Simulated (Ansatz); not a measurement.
Ansatz (a quantum-chemistry and plane-wave program) run on HgTe (C2, 6 atoms in the cell): self-consistent single point

Method: LDA (PW92), default PAW files made with PBE (plane waves; Ansatz).

The input file:

Ansatz 0.2 input:
```yaml
# HgTe
crystal:
  lattice:
    - [4.678717, 0.000000, 0.000000]
    - [-2.339359, 4.051888, 0.000000]
    - [0.000000, 0.000000, 10.475306]
  atoms:
    - { symbol: Hg, position: [0.316140, 0.316140, 0.000000] }
    - { symbol: Hg, position: [0.694547, 0.000000, 0.333333] }
    - { symbol: Hg, position: [0.000000, 0.683860, 0.666667] }
    - { symbol: Te, position: [0.485570, 0.485570, 0.500000] }
    - { symbol: Te, position: [0.514430, 0.000000, 0.833333] }
    - { symbol: Te, position: [0.000000, 0.514430, 0.166667] }
basis:
  ecutwfc: 420.0 eV
kpoints:
  mp_grid: { grid: [5, 5, 2] }
hamiltonian:
  xc: lda
  pseudopotentials: { kind: paw }
scf:
  occupations: { method: fermi_dirac, width: 0.02 eV }
output:
  forces: true
  eigenvalues: true
  stress: true
```

Output, abridged:

```
WARN the atoms were moved onto the symmetric positions of the space group found under crystal.symmetry.tolerance 1.0e-5 (fractional …
WARN ansatz: RAYON_NUM_THREADS=1 ignored (pool sized by the plan → 1); use --threads N
Pseudopotentials: kind: paw
Pseudopotential: Hg, paw, valence charge 20
Pseudopotential: Te, paw, valence charge 16
Crystal: 6 atoms, lattice volume = 198.587 Å³
Basis set: ecut = 420 eV, 3857 PW (Γ)
Bands: 65, of which v1, the nominal top of the filled ones, is band 54 counted from 1 (53 counted from 0)
Symmetry: 2 space group operations
Space group: C2 (ITA 5), of the structure as read, at distance tolerance 5.8e-5 Å
k-points: 18 of 50 (time reversal used)
PAW frozen core: Hg, regenerated for the run's functional, and the local potential with it
PAW frozen core: Te, regenerated for the run's functional, and the local potential with it
Initial density: superposition of atomic densities (neutral atoms: chi_scale 0, normalization atom), corrected by the library's trained network
Initial wavefunctions: pseudopotential atomic-orbital guess
Eigensolver: davidson
Functional: x = slater, c = lda
SCF iter   1: F=—  HF=-61049.116736 eV  |F-HF|=—  |Δ(HF+E_count)|=         —  Δρ=4.09e-3  dr2=1.62e-2  ethr=1.77e-3  ⟨swp⟩=6.6  Hψ=4570  notcnv=0  defer=9
all-band conjugate gradients solve this SCF's bands
preconditioner: auto → Resta (q_TF=auto, 2.465 Å⁻¹)
SCF iter   2: F=—  HF=-61049.112431 eV  |F-HF|=—  |Δ(HF+E_count)|=   4.30e-3  Δρ=2.02e-3  dr2=3.47e-3  ethr=1.50e-5  ⟨swp⟩=3.1  Hψ=2479  notcnv=0  defer=83
SCF iter   3: F=—  HF=-61049.111831 eV  |F-HF|=—  |Δ(HF+E_count)|=   6.00e-4  Δρ=5.04e-4  dr2=3.62e-4  ethr=3.21e-6  ⟨swp⟩=3.0  Hψ=1843  notcnv=0  defer=83
SCF iter   4: F=—  HF=-61049.111845 eV  |F-HF|=—  |Δ(HF+E_count)|=   1.38e-5  Δρ=1.05e-4  dr2=3.70e-5  ethr=3.36e-7  ⟨swp⟩=1.7  Hψ=1516  notcnv=0  defer=83
SCF iter   5: F=—  HF=-61049.112029 eV  |F-HF|=—  |Δ(HF+E_count)|=   1.84e-4  Δρ=3.89e-5  dr2=3.38e-6  ethr=3.43e-8  ⟨swp⟩=2.3  Hψ=1633  notcnv=0  defer=83
SCF iter   6: F=—  HF=-61049.112030 eV  |F-HF|=—  |Δ(HF+E_count)|=   7.72e-7  Δρ=8.33e-6  dr2=2.06e-7  ethr=3.13e-9  ⟨swp⟩=2.4  Hψ=1708  notcnv=0  defer=83
SCF iter   7: F=-61049.112030 eV  HF=-61049.112030 eV  |F-HF|=1.94e-8  |Δ(HF+E_count)|=   2.77e-8  Δρ=2.71e-6  dr2=3.98e-8  ethr=9.26e-11  ⟨swp⟩=10.2  Hψ=5364  notcnv=0
SCF 1 converged in 7 iterations: F = -61049.112030 eV  dr2 = 3.98e-8
SCF converged after 7 iterations
Free energy (F): -61049.112030 eV
Harris-Foulkes:  -61049.112030 eV  (|F-HF|=1.94e-8)
Internal energy: -61049.112030 eV  (E = F + TS)
E sigma→0 (E₀):  -61049.112030 eV
Entropy (-TS):   -0.000000 eV (-0.000 meV/atom)
Fermi energy:    8.801721 eV
--- Per-component energies (eV) ---
  E_band       = -2311.994950
  E_kinetic    = 2352.936385
  E_local      = -13573.515139  (includes V_loc(G=0)·N_el)
  E_nonlocal   = -673.079558
  E_hartree    = 6584.526746
  E_xc         = -1024.965446
  E_vxc        = -1096.077585  (∫ρ·V_xc dr)
  E_paw        = -42495.900226  (= ΣΔE_a)
  E_vpaw       = -2491.323405  (= ΣTr[D̂ρ^β])
  E_aug_tail   = 0.001936  (compensation charges beyond the density's cutoff)
  E_ewald      = -12222.880991
  E_core_change = 3.764262  (= ΣΔE_core)
  E_smearing   = -0.000000  (= −TS)
  E_closure    = -0.000000  (closes the sum)
  Σ components = -61049.112030   (vs F -61049.112030, Δ=0.00e0)
--- Forces (eV/Å), atoms counted from 1 ---
  atom   1  Hg     0.00470905     0.00768720    -0.00266151
  atom   2  Hg    -0.03531899    -0.00000000     0.00000000
  atom   3  Hg     0.00470905    -0.00768720     0.00266151
  atom   4  Te     0.12415625     0.20144316     0.00124005
  atom   5  Te    -0.22242379    -0.00000001     0.00000000
  atom   6  Te     0.12415627    -0.20144315    -0.00124005
  max |Σ_I F_I| component: 1.22e-5 eV/Å
--- Stress (GPa, compression-positive) ---
       -3.502031      -0.000000      -0.000000
       -0.000000      -3.473819       0.025884
       -0.000000       0.025884      -4.027905
  P = ⅓ Tr σ = -3.6679 GPa (-36.679 kbar)
  The stress holds the Pulay correction. Without it, at fixed plane waves, as pw.x and ABINIT print it: P = -3.7000 GPa
--- Band table (eV; the first three rows and the last of 18) ---
  k-point 0: bands = ["-106.3977", "-106.3833", "-106.3833", "-54.7848", "-54.7678", "-54.7677", "-54.6459", "-54.6387", "-54.6341", "-54.6341", "-54.6252", "-54.6251", "-28.0174", "-28.0167", "-28.0137", "-28.0120", "-28.0119", "-28.0094", [...]
  k-point 1: bands = ["-106.3977", "-106.3833", "-106.3833", "-54.7848", "-54.7678", "-54.7677", "-54.6459", "-54.6387", "-54.6341", "-54.6341", "-54.6252", "-54.6251", "-28.0174", "-28.0167", "-28.0138", "-28.0119", "-28.0119", "-28.0094", [...]
  k-point 2: bands = ["-106.3977", "-106.3833", "-106.3833", "-54.7848", "-54.7678", "-54.7677", "-54.6459", "-54.6387", "-54.6341", "-54.6341", "-54.6252", "-54.6251", "-28.0175", "-28.0166", "-28.0136", "-28.0119", "-28.0118", "-28.0094", [...]
  k-point 17: bands = ["-106.3977", "-106.3833", "-106.3833", "-54.7848", "-54.7678", "-54.7678", "-54.6459", "-54.6387", "-54.6341", "-54.6341", "-54.6252", "-54.6252", "-28.0176", "-28.0165", "-28.0137", "-28.0119", "-28.0119", "-28.0092", [...]
```

The run converged in 7 iterations.

The starting cell comes from a database of computed structures (which also holds hypothetical and non-ambient phases and stackings), without a prior relaxation at this level. Its lattice was rescaled by up to half a per cent. One atom was moved a little off its site on purpose. Spin-orbit coupling is off. With a pressure of about -4 GPa the cell is away from its equilibrium volume at this level. Ansatz's pressure includes its estimate of the finite-basis (Pulay) stress.
